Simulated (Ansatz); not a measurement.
Here is the system:

```yaml
crystal:
  lattice:
    - [4.38075, 0.00000, 0.00000]
    - [-2.19037, 3.79384, 0.00000]
    - [0.00000, 0.00000, 6.63681]
  atoms:
    - { symbol: Cd, position: [0.33333, 0.66667, 0.99037] }
    - { symbol: Cd, position: [0.66667, 0.33333, 0.49037] }
    - { symbol: Se, position: [0.33333, 0.66667, 0.38463] }
    - { symbol: Se, position: [0.66667, 0.33333, 0.88463] }
```

Computed with PBE with spin-orbit coupling, rigid bands (plane waves, PAW; Ansatz, a program for electronic structure). Condition of this run: uniaxial stress along c of 2.8 GPa (compression positive) (the target of the relaxation). How the cell was made: cell and atoms relaxed with PBEsol, then loaded as said.

**Question.** Predict the electron conductivity mass (n e² τ/σ) at 300 K, by direction if it differs.

**Answer.** 0.081 (x), 0.081 (y), 0.072 (z) mₑ.

**Question.** Predict the hole conductivity mass (n e² τ/σ) at 300 K, by direction if it differs.

**Answer.** 1.16 (x), 1.16 (y), 0.25 (z) mₑ.

**Question.** And the band gap?

**Answer.** 0.55 eV at this level; semilocal functionals usually fall short of the measured gap.

Rigid bands, one relaxation time for all states, no polarons. Geometry: cell and atoms relaxed with PBEsol.
